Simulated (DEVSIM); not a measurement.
Device: abrupt Si p-n junction, at 400 K.

Layer 1 from the left is Si, thickness (μm) 1.10, Na (cm⁻³) 3.3e15, τn (s) 4e-6, τp (s) 4e-6. Layer 2 from the left is Si, thickness (μm) 33.0, Nd (cm⁻³) 5e17, τn (s) 4e-6, τp (s) 4e-6.

Left contact: ohmic. Right contact: ohmic. Voltage is applied to the left contact. Recombination: SRH at mid-gap. Mobility is constant in doping.

The device is made up for the run: typed textbook-type constants, with dimensions and the other settings drawn at random. Values at 300 K; Nc and Nv go as T^1.5, mobilities as T to minus their exponent, the gap by Varshni's rule with the affinity fixed.

Si: gap (eV) 1.124, affinity (eV) 4.05, permittivity 11.7, Nc (cm⁻³) 2.86e19, Nv (cm⁻³) 3.1e19, μn (cm²/Vs) 1417, μp (cm²/Vs) 470, T exponent of μn 2.3, T exponent of μp 2.2, Varshni α (eV/K) 0.000473, Varshni β (K) 636.

Simulated with DEVSIM: 1D drift-diffusion, Boltzmann statistics, complete ionisation; no tunnelling, impact ionisation, image-force lowering or self-heating.

Dark forward current:

| |V| (V) | |J| (A/cm²) |
|---|---|
| 0.05 | 0.001901 |
| 0.10 | 0.009648 |
| 0.15 | 0.04135 |
| 0.20 | 0.1709 |
| 0.25 | 0.6970 |
| 0.30 | 2.799 |
| 0.35 | 10.83 |
| 0.40 | 38.19 |
| 0.45 | 113.6 |
| 0.50 | 272.9 |
| 0.55 | 538.8 |
| 0.60 | 911.4 |
| 0.65 | 1376 |
| 0.70 | 1914 |
| 0.75 | 2511 |

Q: Work out the local ideality factor n = ΔV / (kT/q · ln(J2/J1)) between the rows 0.15 and 0.20 V, 0.70 and 0.75 V.

A: kT/q = 34.47 mV. From 0.15 to 0.20 V: ln(0.1709/0.04135) = 1.419, n = 1.02, near the 1 of diffusion or emission over a barrier. From 0.70 to 0.75 V: ln(2511/1914) = 0.271, n = 5.34.

Q: Estimate the current at 0.20 V from the Shockley equation with J0 = Σ q ni² D/(N L) coth(W/L), τ joining the SRH, radiative and Auger lifetimes that are on, and W taken as the whole layer.

A: ni² = 3.22e25 cm⁻⁶; electrons in the p layer: μ = 731 cm²/Vs, D = 25.2 cm²/s, τ = 4.00e-6 s, L = 100 μm, W/L = 0.011, term 0.000359 A/cm²; holes in the n layer: μ = 250 cm²/Vs, D = 8.60 cm²/s, τ = 4.00e-6 s, L = 58.7 μm, W/L = 0.56, term 2.97e-8 A/cm². J0 = 0.000359 A/cm², and J = J0 exp(qV/kT) = 0.119 A/cm². The simulation gives 0.171 A/cm²; the estimate lies 31 % below. The estimate leaves out recombination in the depletion region and that region's share of W.
